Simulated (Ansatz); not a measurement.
Si (P6₃/mmc, No. 194, 4 atoms in the cell; start mp-165; another form than the element's usual one) was calculated with HSE06 in Ansatz (plane waves, PAW).

Settings: plane-wave cutoff 460 eV, 9×9×4 k mesh (along the axes of the cell as run), Fermi–Dirac smearing 0.01 eV, scalar-relativistic PAW data made under PBE.

Cell (relaxed at this level):

```
CELL_PARAMETERS angstrom
      3.83020     0.00000     0.00000
     -1.91510     3.31705     0.00000
      0.00000     0.00000     6.33068
ATOMIC_POSITIONS crystal
  Si 0.33333 0.66667 0.06294
  Si 0.66667 0.33333 0.93706
  Si 0.66667 0.33333 0.56294
  Si 0.33333 0.66667 0.43706
```

Q: Give the computed band gap and smallest direct gap on the k points sampled.

A: 
* **band gap**: 0.96 eV (indirect)
* **smallest direct gap on the k points sampled**: 1.68 eV

Note: the relaxation could not lower the start's symmetry, so the cell can be a saddle point above a distorted one.

A start named mp-… is a Materials Project structure, which need not be a measured phase.

Ansatz is a first-principles code.
